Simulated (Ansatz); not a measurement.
Terminations of the (111) surface of fcc Rh, measured from the surface 'clean 1x1'. Atoms come from or go to: Ag: fcc Ag, Fe: bcc Fe, ferromagnetic, Ge: germanium, In: tetragonal indium, Mg: hcp Mg, Nb: bcc Nb, Pt: fcc Pt, Re: hcp Re, Rh: fcc Rh, Si: silicon, Ti: hcp Ti. ΔE is the energy of forming the row's surface from that one (negative: more stable at these reservoirs); the vacuum level's shift is aligned on the shared bottom. No zero-point or thermal terms. These are constructed structures in small cells; real faces may alloy, dewet or reconstruct in larger ones, and not all known structures of the face are among them. Slabs of about 11 Å, Fermi-Dirac smearing of 0.1 eV. Bottom of the slabs: a bare face, its two planes held. Relaxed from the named starts with such symmetry as they have, on meshes of like density; energies extrapolated to zero smearing; spin only where a row says so; no spin-orbit coupling, no U. Brackets mark spin-polarised runs, whose order is one that fits the cell. A dash marks a value that is undefined for that row (no clear gap, or no work function of a gapped slab) or was not read reliably on its mesh.

Computed with PBE (plane waves to 420 eV, PAW; Ansatz, a quantum-chemistry and plane-wave program).

| surface | atoms added per 1x1 | ΔE per 1x1 (eV) | shift of the vacuum level (eV) | work function (eV) |
|---|---|---|---|---|
| a layer of Mg in place of the third plane | +1 Mg, -1 Rh | -0.16 | 0.04 | 5.18 |
| (√3x√3)R30° layer of Si, one a cell, on the site that continues the host's stacking | +0.333 Si | ___ | -0.29 | 4.85 |
| a pseudomorphic layer of Ag in the host's stacking | +1 Ag | ___ | -0.45 | 4.69 |
| a layer of Re in place of the third plane | +1 Re, -1 Rh | -0.16 | 0.18 | 5.33 |
| a pseudomorphic layer of Si in the host's stacking | +1 Si | ___ | -0.16 | 5.00 |
| a layer of Fe in place of the second plane [spin, 3.2 μB a cell] | +1 Fe, -1 Rh | -0.20 | -0.14 | 4.99 |
| a layer of Pt in place of the third plane | +1 Pt, -1 Rh | 0.01 | 0.08 | 5.18 |
| a pseudomorphic layer of Ti in the other hollow | +1 Ti | -0.27 | -0.61 | 4.54 |
| a pseudomorphic layer of Nb in the other hollow | +1 Nb | 0.11 | -0.13 | 5.02 |
| a layer of Pt in place of the second plane | +1 Pt, -1 Rh | ___ | 0.13 | 5.27 |
| a pseudomorphic layer of Ge in the other hollow | +1 Ge | -0.60 | -0.65 | 4.52 |
| a layer of In in place of the second plane | +1 In, -1 Rh | 0.65 | -0.07 | 5.06 |

Fill in the missing entries.


- (√3x√3)R30° layer of Si, one a cell, on the site that continues the host's stacking, ΔE per 1x1 (eV): -0.37
- a pseudomorphic layer of Ag in the host's stacking, ΔE per 1x1 (eV): -0.18
- a pseudomorphic layer of Si in the host's stacking, ΔE per 1x1 (eV): -0.71
- a layer of Pt in place of the second plane, ΔE per 1x1 (eV): 0.07
